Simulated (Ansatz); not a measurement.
Take Pd in the fcc (Cu type) structure (space group Fm-3m, No. 225; relaxed with 0.1 eV smearing) as the base.

```xyz
1
Lattice="0.0000 1.9552 1.9552 1.9552 0.0000 1.9552 1.9552 1.9552 0.0000" Properties=species:S:1:pos:R:3 pbc="T T T"
Pd     0.0000     0.0000     0.0000
```

Cartesian axes are those of the cell as printed.

Calculations: r2SCAN (Ansatz, a first-principles code), scalar-relativistic without spin-orbit coupling.

Perturbation: uniaxial strain ε_zz = +3.00 %, all other strain components held at zero, atoms relaxed at fixed cell.

Task: Predict the stress tensor and what it implies for the stiffness.

Result: Stress of the strained cell less that of the base (GPa, compression positive):
```
   -4.5     0.0     0.0
    0.0    -4.5     0.0
    0.0     0.0    -5.9
```

Then −Δσ_ii/ε with ε = 0.0300 gives secant stiffness values (nonlinear terms included at this strain): C33 ≈ 196 GPa, C13 ≈ 149 GPa and C23 ≈ 149 GPa.

As a check, the harmonic strain energy −½ V₀ Δσ:ε is 8.2 meV/atom; the computed energy rise is 8.5 meV/atom.

Whether these cells are dynamically stable was not tested. All final runs are without spin polarisation. Pd lies near a magnetic instability that expansion can trigger; it was not tested. Pd has a high density of states at the Fermi level and may be magnetic at this level.
